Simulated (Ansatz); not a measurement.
We consider CaAlO₂F (model structure, started from the SrVO2H type, P4/mmm, No. 123, 5 atoms in the cell), described by r²SCAN in Ansatz (plane waves, PAW).

Run with plane-wave cutoff 560 eV, 10×10×10 k mesh, Fermi–Dirac smearing 0.01 eV, scalar-relativistic PAW data made under PBE.

Cell (relaxed at this level):

```
AlCaFO2
1.0
    3.72648     0.00000     0.00000
    0.00000     3.72648     0.00000
    0.00000     0.00000     3.67319
Ca Al O F
1 1 2 1
Direct
  0.50000   0.50000   0.50000
  0.00000   0.00000   0.00000
  0.50000   0.00000   0.00000
  0.00000   0.50000   0.00000
  0.00000   0.00000   0.50000
```

### Question
Give the computed band gap, direct gap at Γ and bulk modulus.

### Answer

- band gap: 4.11 eV (on the SCF k mesh)
- direct gap at Γ: 5.14 eV
- bulk modulus: 171 GPa

Note: the bulk modulus is −V dP/dV from two relaxed cells at ±2 % in volume; the relaxation could raise the start's symmetry but not lower it, so the cell can be a saddle point.

The computed numbers hold no vibrational or temperature effects.

Cost on a shared machine: around 2.4 core-minutes (rough).

A model structure was made by putting elements into a prototype or built by hand; it is no filed structure, need not be a known phase, and can be a saddle point held by its symmetry.

Ansatz is a first-principles code.
